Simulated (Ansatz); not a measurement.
# Ta2N (model structure, started from the Cu2Sb type, P4/nmm, No. 129, 6 atoms in the cell)

The numbers are results of PBEsol (PAW; Ansatz, a program for electronic structure), not measurements.

Numerical settings: plane-wave cutoff 500 eV, 10×10×6 k mesh (along the axes of the cell as run), Fermi–Dirac smearing 0.05 eV, scalar-relativistic PAW data made under PBE.

Cell (relaxed at this level):

Space group P4/nmm, origin choice 1 (No. 129); a = b = 3.602 Å, c = 6.176 Å, α = β = γ = 90.00°

```tsv
atom	site	symmetry	x	y	z
Ta	2a	-4m2	0.0000	0.0000	0.0000
Ta	2c	4mm	0.5000	0.0000	0.3837
N	2c	4mm	0.0000	0.5000	0.2635
```

```json
{
  "band_gap": "none"
}
```

Note: the relaxation could raise the start's symmetry but not lower it, so the cell can be a saddle point.

Spin–orbit coupling is not included.

Computing time: around 4 core-minutes (rough).

A model structure was made by putting elements into a prototype or built by hand; it is no filed structure, need not be a known phase, and can be a saddle point held by its symmetry.
